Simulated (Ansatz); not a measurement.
# What uniaxial stress, 0.5 GPa compression along z does to Rh

Base system: Rh in the fcc (Cu type) structure (space group Fm-3m, No. 225; a = 3.782 Å; relaxed with 0.1 eV smearing). Axes: x, y, z lie along the cube axes.

One thing is altered: uniaxial stress, 0.5 GPa compression along z; all other stress components relax to zero.

Computed with DFT with PBEsol, PAW potentials and a 420 eV plane-wave cutoff in Ansatz (a quantum-chemistry and plane-wave program), scalar-relativistic without spin-orbit coupling. k-mesh 30×30×30 (Γ-centred); smearing 0.1 eV (Fermi–Dirac).

* **Volume per atom**: 13.51 Å³ (base 13.52 Å³)
* **Space group**: I4/mmm (No. 139) (base Fm-3m (No. 225))
* **Shortest interatomic distance**: 2.673 Å (base 2.674 Å)
* **Energy relative to the base (free energy F)**: 0.0 meV/atom
* **Band gap**: zero (base zero)
* **Strain response (xx, yy, zz)**: (+0.05, +0.05, −0.15) %

Final structure:

```
CELL_PARAMETERS angstrom
      0.00000     1.89167     1.88801
      1.89167     0.00000     1.88801
      1.89167     1.89167     0.00000
ATOMIC_POSITIONS crystal
  Rh 0.00000 0.00000 0.00000
```

Cost of the whole job for the changed cell (relaxation, final SCF and bands): around 90 core-seconds (rough).

Beyond what the load breaks, stability against distortions was not tested. All final runs are without spin polarisation.
